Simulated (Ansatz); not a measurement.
# Electron-phonon data for Ir (Fm-3m)

Given:

```
CELL_PARAMETERS angstrom
      0.00000     1.91493     1.91493
      1.91493     0.00000     1.91493
      1.91493     1.91493     0.00000
ATOMIC_POSITIONS crystal
  Ir 0.00000 0.00000 0.00000
```

All values below come from PBEsol with spin-orbit coupling, DFPT electron-phonon coupling, linearised Boltzmann equation (plane waves, PAW; Ansatz, an electronic-structure program). Condition of this run: spin-orbit coupling switched on. How the cell was made: relaxed with this functional, without spin-orbit coupling.

```
Property                                                                                                                 Value
--------------------------------------------------------------------------------------------------  --------------------------
resistivity at 300 K                                                                                                 5.1 μΩ·cm
resistivity at 77 K                                                                                                 0.63 μΩ·cm
electron mean free path at 300 K (weighted by the current that each state carries)                                      8.3 nm
resistivity times mean free path for one path shared by all states (from the Fermi surface's area)             3.9 ×10⁻¹⁶ Ω·m²
electron-phonon coupling λ                                                                                                0.40
transport coupling λ_tr                                                                                                   0.45
logarithmic mean phonon energy                                                                                        18.3 meV
density of states at the Fermi level                                                                0.45 states/(eV·spin·cell)
Drude plasma energy                                                                                                     9.9 eV
Hall coefficient at 300 K                                                                                      3.4 ×10⁻¹¹ m³/C
```

A metal at this level (no band gap). Only scattering by harmonic phonons is included (no impurities, grain boundaries, electron-electron scattering or thermal expansion). Halving the electron mesh (28x28x28) moves the resistivity by up to 9 % at 300 K, the mean free path by up to 4 %, the coupling by up to 4 %. Smearing 0.20 eV; phonons on a 6x6x6 q mesh, which this run doesn't test and which matters most at low temperature.
